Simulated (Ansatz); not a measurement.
The starting structures come from a database of crystals and need not be the phases stable at ambient conditions.

**Evanescent states of Ca$_{2}$Ge (Fm-3m, anti-fluorite, not sure to be the ambient phase, 3 atoms a cell, 30.9 Å³ an atom) along the normal of (110)**

Calculation: PBEsol (plane waves, PAW; Ansatz, a quantum-chemistry and plane-wave program).

No gap correction and no spin-orbit coupling; mid-gap values are interpolated between computed energies.

Energies count from the valence-band top; κ is the least over a 6×4 mesh across the current.

| E (eV) | κ (1/Å) | where |
|---|---|---|
| 0.03 | 0.035 | Γ |
| 0.07 | 0.057 | Γ |
| 0.12 | 0.071 | Γ |
| 0.17 | 0.080 | Γ |
| 0.23 | 0.086 | Γ |
| 0.28 | 0.090 | Γ |
| 0.33 | 0.091 | Γ |
| 0.38 | 0.089 | Γ |
| 0.42 | 0.082 | Γ |
| 0.47 | 0.069 | Γ |
| 0.53 | 0.039 | Γ |

**Question.** How thick must the barrier be to attenuate the transmission by 10^8 when the electrodes' Fermi level lies at 0.07 eV, and what attenuation does that film give at 0.53 eV?

**Answer.** d = 8 ln 10 / (2 × 0.057) = 161.6 Å. At 0.53 eV it gives 8 × 0.039/0.057 = 5.5 decades.
